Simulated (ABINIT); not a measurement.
ABINIT run on V (Im-3m, 1 atom in the cell): relaxation of cell and atoms.

Method: PBE-D3(BJ), norm-conserving pseudopotentials (PseudoDojo nc-sr-05 PBE standard) (plane waves; ABINIT 10.0.3).

This input was run:

```
# V, PseudoDojo nc-sr-05 PBE standard
pp_dirpath "./"
pseudos "V.upf"
acell 3*1.0 Angstrom
rprim
        -1.4912000000    1.4912000000    1.4912000000
         1.4912000000   -1.4912000000    1.4912000000
         1.4912000000    1.4912000000   -1.4912000000
natom 1
ntypat 1
znucl 23
typat 1
xred    0.0000000000    0.0000000000    0.0000000000
ecut 42
vdw_xc 7
vdw_tol 1.0e-10
occopt 7
tsmear 0.272 eV
nband 12
kptopt 1
ngkpt 12 12 12
nshiftk 1
shiftk 0 0 0
nstep 50
tolvrs 1.0e-12
ionmov 2
ntime 40
tolmxf 1.0e-04
optcell 2
dilatmx 1.08
ecutsm 0.5
prtwf 0
prtden 0
prtvol 1
```

The program printed (abridged):

```
--- !BeginCycle
solver: {iscf: 7, nstep: 50, nline: 4, wfoptalg: 0, }
tolerances: {tolvrs: 1.00E-12, }
...

     iter   Etot(hartree)      deltaE(h)  residm     vres2
 ETOT  1  -73.784527408521    -7.378E+01 3.906E-01 8.137E+01
 ETOT  2  -73.811570463897    -2.704E-02 1.436E-02 1.009E+02
 ETOT  3  -73.835124039586    -2.355E-02 7.377E-03 3.226E-02
 ETOT  4  -73.835133068534    -9.029E-06 5.783E-04 1.107E-04
 ETOT  5  -73.835133079739    -1.120E-08 3.474E-04 4.582E-07
 ETOT  6  -73.835133079809    -6.963E-11 2.582E-04 1.340E-08
 ETOT  7  -73.835133079814    -5.613E-12 2.385E-04 2.165E-11
 ETOT  8  -73.835133079813     1.009E-12 1.735E-04 1.954E-12
 ETOT  9  -73.835133079812     1.648E-12 1.585E-04 1.373E-15
 At SCF step    9       vres2   =  1.37E-15 < tolvrs=  1.00E-12 =>converged.

 Cartesian components of stress tensor (hartree/bohr^3)
  sigma(1 1)=  1.89029546E-04  sigma(3 2)=  0.00000000E+00
  sigma(2 2)=  1.89029546E-04  sigma(3 1)=  0.00000000E+00
  sigma(3 3)=  1.89029546E-04  sigma(2 1)=  0.00000000E+00

---OUTPUT-----------------------------------------------------------------------

 Cartesian coordinates (xcart) [bohr]
  0.00000000000000E+00  0.00000000000000E+00  0.00000000000000E+00
 Reduced coordinates (xred)
  0.00000000000000E+00  0.00000000000000E+00  0.00000000000000E+00
 Cartesian forces (fcart) [Ha/bohr]; max,rms= 0.00000E+00 0.00000E+00 (free atoms)
 -0.00000000000000E+00 -0.00000000000000E+00 -0.00000000000000E+00
 Gradient of E wrt nuclear positions in reduced coordinates (gred)
   [... lines left out ...]
 At Broyd/MD step   4, gradients are converged :
 Fermi (or HOMO) energy (hartree) =   0.48761   Average Vxc (hartree)=  -0.48612
   [... lines left out ...]
total_energy        : -7.38353917528903E+01
total_energy_eV     : -2.00916318744138E+03
band_energy         : -6.87011157633578E+00
...

-Cartesian components of stress tensor (GPa)         [Pressure= -1.1964E-03 GPa]
- sigma(1 1)=  1.19644524E-03  sigma(3 2)=  0.00000000E+00
- sigma(2 2)=  1.19644524E-03  sigma(3 1)=  0.00000000E+00
- sigma(3 3)=  1.19644524E-03  sigma(2 1)=  0.00000000E+00

 Calculation completed.
```

The run converged. 

Summary of the result:
- Free energy E − TS: -2009.16 eV
- Fermi level (on the code's own zero): 13.27 eV
- Pressure: 0.00 GPa
- Dispersion energy: -0.712 eV
- Final cell: a = 2.5569 Å, b = 2.5569 Å, c = 2.5569 Å, α = 109.47°, β = 109.47°, γ = 109.47°
- Final volume per atom: 12.87 Å³
- Relaxation steps: 4

The starting cell comes from a database of computed structures (which also holds hypothetical and non-ambient phases and stackings), without a prior relaxation at this level. Its lattice was rescaled by a random factor within 2.5 % of one. Spin polarisation is off. The relaxation keeps the symmetry of its start, so its end need not be a minimum.

Cost on one core of a shared machine: roughly 70 s.
